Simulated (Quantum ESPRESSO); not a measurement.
Quantum ESPRESSO run on Fe (Im-3m, 1 atom in the cell): self-consistent single point.

Level of theory: PBE-D2, PSlibrary PAW (PBE) pseudopotentials (plane waves; Quantum ESPRESSO).

```
Fe
1.0
    1.45299     1.45299     1.45299
   -1.45299     1.45299     1.45299
   -1.45299    -1.45299     1.45299
Fe
1
Direct
  0.00000   0.00000   0.00000
```
Moments meant for the start (each program seeds them in its own way; μB, in the order of the atoms Fe): 4.0.

Reference input (self-consistent single point, DFT, PBE, plane waves, PSlibrary PAW (PBE) pseudopotentials): ecutwfc = 55 Ry; ecutrho = 330 Ry; occupations = smearing; smearing = fd; degauss = 0.0073499 Ry; nspin = 2; potentials = {Fe: Fe.pbe-n-kjpaw_psl.1.0.0.UPF}; K_POINTS = automatic 13 13 13 0 0 0; conv_thr = 1e-09 Ry; mixing_beta = 0.3. This run's input differs from it in these lines:

```diff
@@ -20,2 +20,3 @@
  starting_magnetization(1) = 0.500
+ vdw_corr = 'grimme-d2'
 /
```

Log, with long lists cut:

```
     Self-consistent Calculation

     iteration #  1     ecut=    55.00 Ry     beta= 0.30

     Threshold (ethr) on eigenvalues was too large:
     Diagonalizing with lowered threshold

     total energy              =    -141.75079164 Ry
     estimated scf accuracy    <       0.07061421 Ry

     total magnetization       =     2.72 Bohr mag/cell
     absolute magnetization    =     2.72 Bohr mag/cell

     iteration #  2     ecut=    55.00 Ry     beta= 0.30

     total energy              =    -141.77338246 Ry
     estimated scf accuracy    <       0.00463198 Ry

     total magnetization       =     2.67 Bohr mag/cell
   [... lines left out ...]

     total magnetization       =     2.63 Bohr mag/cell
     absolute magnetization    =     2.64 Bohr mag/cell

   [... 6 blocks of this kind left out ...]

     iteration # 10     ecut=    55.00 Ry     beta= 0.30

     total energy              =    -141.79036823 Ry
     estimated scf accuracy    <       0.00000047 Ry

     total magnetization       =     2.33 Bohr mag/cell
     absolute magnetization    =     2.47 Bohr mag/cell

     iteration # 11     ecut=    55.00 Ry     beta= 0.30

     Magnetic moment per site  (integrated on atomic sphere of radius R)
     atom   1 (R=0.357)  charge=  6.4852  magn=  2.3901
     End of self-consistent calculation

     Number of k-points >= 100: set verbosity='high' to print the bands.

     the Fermi energy is    11.8894 ev

!    total energy              =    -141.79036839 Ry
     estimated scf accuracy    <          7.9E-10 Ry
     smearing contrib. (-TS)   =      -0.00277739 Ry
     internal energy E=F+TS    =    -141.78759100 Ry

     Dispersion Correction     =      -0.02894170 Ry

     total magnetization       =     2.33 Bohr mag/cell
     absolute magnetization    =     2.47 Bohr mag/cell

     convergence has been achieved in  11 iterations

     Forces acting on atoms (cartesian axes, Ry/au):

     atom    1 type  1   force =     0.00000000    0.00000000    0.00000000

     Total force =     0.000000     Total SCF correction =     0.000000

          total   stress  (Ry/bohr**3)                   (kbar)     P=     -144.15
  -0.00097992  -0.00000000   0.00000000         -144.15       -0.00        0.00
  -0.00000000  -0.00097992  -0.00000000           -0.00     -144.15       -0.00
   0.00000000  -0.00000000  -0.00097992            0.00       -0.00     -144.15

   JOB DONE.
```

The run converged in 11 iterations. Against the reference run the pressure goes from -11.36 to -14.42 GPa and the size of the net moment stays at 2.33 μB/atom.

The starting cell comes from a database of computed structures (which also holds hypothetical and non-ambient phases and stackings), without a prior relaxation at this level. Its lattice was rescaled by a random factor within 2.5 % of one. With one magnetic atom in the cell only a parallel order is possible. With a pressure of about -14 GPa the cell is away from its equilibrium volume at this level.
